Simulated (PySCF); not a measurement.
PySCF 2.14.0, B3LYP/def2-svp, df: Mo(O)(S)(Cl)(Br) ([O]=[Mo](=[S])([Cl])[Br]), 5 atoms. The geometry is a generated start, not checked to be a minimum at this level.

```json
{
 "task": "energy",
 "method": "b3lyp",
 "basis": "def2-svp",
 "two_electron_scheme": "density fitting",
 "mol.max_memory": "3000 MB",
 "mf.max_cycle": "100",
 "mf.conv_tol": "1e-09 (default)",
 "mf.grids.level": "3 (default)",
 "effective_core_potentials": "those of the basis set, past Kr",
 "basis_functions": "113",
 "grid_points": "94704"
}
```

```xyz
5

Mo     0.1014     0.0357    -0.1085
O      1.1730    -0.3896    -1.2720
S      0.9762    -0.2281     1.8355
Cl    -0.5501     2.0661    -0.2651
Br    -1.7005    -1.4841    -0.1899
```

Charge 0 and multiplicity 1 are set for this test and not shown to be the ground state.

With the defaults (mf.DIIS = CDIIS, mf.diis_space = 8, mf.diis = true, mf.damp = 0, mf.diis_start_cycle = 1, mf.level_shift = 0, mf.init_guess = minao, mf.diis_damp = 0, newton = off) it converges in 15 Fock builds. One run each on 2 threads, 1 BLAS thread, with these changes:
- mf.diis = false
- mf.diis_damp = 0.3
- mf.level_shift = 0.1 Hartree
- mf.diis = false, mf.damp = 0.7, mf.diis_start_cycle = 999
- mf.diis_space = 5
- mf.init_guess = atom
- mf.DIIS = EDIIS
- newton = Hessian by the SCF's own integrals
- mf.diis_space = 3

Problem. Which of these changes keep the SCF from converging, or lead it to another solution?

Solution. No convergence: mf.DIIS = EDIIS; mf.diis_space = 3; mf.diis = false (the run ends without SCF convergence in 100 cycles). The rest reach the solution of the defaults.

| setting | Fock builds | end |
|---|---|---|
| mf.diis_damp = 0.3 | 14 | same solution |
| the defaults | 15 | same solution |
| mf.init_guess = atom | 16 | same solution |
| mf.level_shift = 0.1 Hartree | 17 | same solution |
| mf.diis_space = 5 | 18 | same solution |
| mf.diis = false, mf.damp = 0.7, mf.diis_start_cycle = 999 | 28 | same solution |
| newton = Hessian by the SCF's own integrals | 48 | same solution |
| mf.DIIS = EDIIS | 101 | no convergence |
| mf.diis_space = 3 | 101 | no convergence |
| mf.diis = false | 101 | no convergence |

Under newton the count holds the products with the orbital Hessian.
